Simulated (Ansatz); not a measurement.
Take IrO2 in the rutile structure (space group P4_2/mnm, No. 136) as the base.

```cif
data_Ir2O4
_chemical_formula_sum 'Ir2 O4'
_space_group_name_H-M_alt 'P42/mnm'
_space_group_IT_number 136
_space_group_name_Hall '-P 4n 2n'
_cell_length_a 4.47181
_cell_length_b 4.47181
_cell_length_c 3.15362
_cell_angle_alpha 90.000
_cell_angle_beta 90.000
_cell_angle_gamma 90.000
loop_
_atom_site_label
_atom_site_type_symbol
_atom_site_symmetry_multiplicity
_atom_site_Wyckoff_symbol
_atom_site_fract_x
_atom_site_fract_y
_atom_site_fract_z
_atom_site_occupancy
Ir1 Ir 2 a 0.00000 0.00000 0.00000 1
O1 O 4 f 0.30879 0.30879 0.00000 1
```

The values are results of PBEsol, PAW, 420 eV (Ansatz, a program for electronic structure; spin-orbit coupling left out), not measurements.

Base values:

Shortest interatomic distance: 1.953 Å
Band gap: zero

Perturbation: cell and atoms relaxed at a pressure of 5 GPa.

Task: Estimate the effect on the shortest interatomic distance and band gap.

Result: The shortest interatomic distance falls by 0.012 Å to 1.941 Å; the band gap is still zero.

Load acts through the strain it causes; cell and atoms are relaxed under it. No phonon test of stability was made. No other phases were tried under pressure. No Hubbard U is applied, and correlation can decide whether such a compound is a metal. All final runs are without spin polarisation.
